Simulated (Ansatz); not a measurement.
Seebeck coefficient (μV/K, mean over directions) of p-type BN (F-43m) against carrier density, Ansatz (an electronic-structure program) with HSE06, rigid bands. Computed gap 5.80 eV; densities at which minority carriers matter at this gap, or further valleys turn the trend, are left out. Conductivity mass 0.65 mₑ (harmonic mean over directions), N_v = 8.0e19 cm⁻³ at 300 K.

```json
[
 {"hole density": "1e16 cm⁻³", "300 K": "985", "500 K": "1050"},
 {"hole density": "1e17 cm⁻³", "300 K": "787", "500 K": "852"},
 {"hole density": "1e18 cm⁻³", "300 K": "588", "500 K": "653"},
 {"hole density": "3e18 cm⁻³", "300 K": "494", "500 K": "559"},
 {"hole density": "1e19 cm⁻³", "300 K": "391", "500 K": "455"},
 {"hole density": "3e19 cm⁻³", "300 K": "___", "500 K": "361"},
 {"hole density": "1e20 cm⁻³", "300 K": "201", "500 K": "___"},
 {"hole density": "3e20 cm⁻³", "300 K": "122", "500 K": "174"},
 {"hole density": "1e21 cm⁻³", "300 K": "60", "500 K": "95"}
]
```

Question: Complete the blanks.

Answer: 
- 3e19 cm⁻³, 300 K: 298
- 1e20 cm⁻³, 500 K: 261

Rigid bands with a gap fixed in temperature, one relaxation time for all states, no polarons or phonon drag, and whether or not such doping can be reached. Spin-orbit coupling is left out. Geometry: cell and atoms relaxed with PBEsol.
